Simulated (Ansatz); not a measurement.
Base system: HfSi2 (space group Cmcm, No. 63; a = 3.683 Å, b = 14.598 Å, c = 3.658 Å). Axes: x, y, z lie along a, b, c of the conventional cell.

All numbers come from PBE (Ansatz, a quantum-chemistry and plane-wave program, PAW, spin-orbit coupling left out).

Base values:

The shortest interatomic distance is 2.421 Å and the pressure comes out as 0.0 GPa.

It is then changed as follows: the cell is stretched by 3.10 % along y with no lateral relaxation; the atoms relax in the strained cell.

### Question
Estimate the effect on the energy relative to the base, shortest interatomic distance, largest internal atomic displacement and pressure.

### Answer
The energy increases by 8.5 meV/atom; the shortest interatomic distance rises by 0.006 Å (2.421 Å → 2.427 Å); the largest internal atomic displacement is 0.023 Å; the pressure (mean of the normal stresses, compression positive) goes from zero to -3.2 GPa.

Without a gap, meshes like the base's 13×13×13 leave anisotropic stresses uncertain by several tenths of a GPa, and small strain energies with them. No phonon test of stability was made. The final runs are not spin-polarised.
